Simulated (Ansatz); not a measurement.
## TiSi2, response to strain

The reference is TiSi2 (space group Cmcm, No. 63; a = 3.515 Å, b = 13.348 Å, c = 3.557 Å). Axes: x, y, z lie along a, b, c of the conventional cell.

Strains are applied to the cell and any free atomic positions relax; under stress the whole cell relaxes.

The values are results of PBEsol (Ansatz, a quantum-chemistry and plane-wave program; PAW; 420 eV plane waves; no SOC), not measurements.

Notes on the quantities. energy relative to the base: free energy F.

```json
[
 {"change": "base", "energy relative to the base": "0 meV/atom", "shortest interatomic distance": "239.4 pm", "space group": "Cmcm (No. 63)"},
 {"change": "uniaxial strain ε_yy = −0.35 %", "energy relative to the base": "+0.1 meV/atom", "shortest interatomic distance": "239.3 pm", "space group": "Cmcm (No. 63)"},
 {"change": "tensor shear ε_xy = +2.90 %", "energy relative to the base": "+18 meV/atom", "shortest interatomic distance": "239.8 pm", "space group": "P2_1/m (No. 11)"},
 {"change": "uniaxial stress, 5 GPa compression along z", "energy relative to the base": "[?]", "shortest interatomic distance": "[?]", "space group": "Cmcm (No. 63)"},
 {"change": "tensor shear ε_yz = +0.55 %", "energy relative to the base": "+0.7 meV/atom", "shortest interatomic distance": "238.5 pm", "space group": "C2/m (No. 12)"},
 {"change": "uniaxial stress, 3 GPa tension along x", "energy relative to the base": "+1.7 meV/atom", "shortest interatomic distance": "239.4 pm", "space group": "Cmcm (No. 63)"}
]
```

Task: Complete the table.

Result: 
- uniaxial stress, 5 GPa compression along z, energy relative to the base: +3.9 meV/atom
- uniaxial stress, 5 GPa compression along z, shortest interatomic distance: 238.1 pm

Without a gap, meshes like the base's 14×14×13 leave anisotropic stresses uncertain by several tenths of a GPa, and small strain energies with them. Stability under load was not tested beyond the relaxation. The final runs are not spin-polarised.
